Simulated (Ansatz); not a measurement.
Consider Sn4Pt (space group Ccce, No. 68; a = 6.424 Å, b = 11.406 Å, c = 6.409 Å). Axes: x, y, z lie along a, b, c of the conventional cell.

The values are results of Ansatz (a quantum-chemistry and plane-wave program), PBEsol, PAW, cutoff 420 eV, without spin-orbit coupling, not measurements.

It is then changed as follows: every lattice vector is stretched by 2.06 %; the atoms relax in the strained cell.

Q: Predict the stress tensor and what it implies for the stiffness.

A: Stress of the strained cell less that of the base (GPa, compression positive):
```
   -4.0     0.0     0.0
    0.0    -3.4     0.0
    0.0     0.0    -3.8
```

Then B = −ΔP/(ΔV/V₀) with ΔV/V₀ = 0.0631 gives secant stiffness values (nonlinear terms included at this strain): B (at held cell shape, above the free-shape value) ≈ 59 GPa.

As a check, the harmonic strain energy −½ V₀ Δσ:ε is 17 meV/atom; the computed energy rise is 19 meV/atom.

Stability against distortions was not tested. All final runs are without spin polarisation.
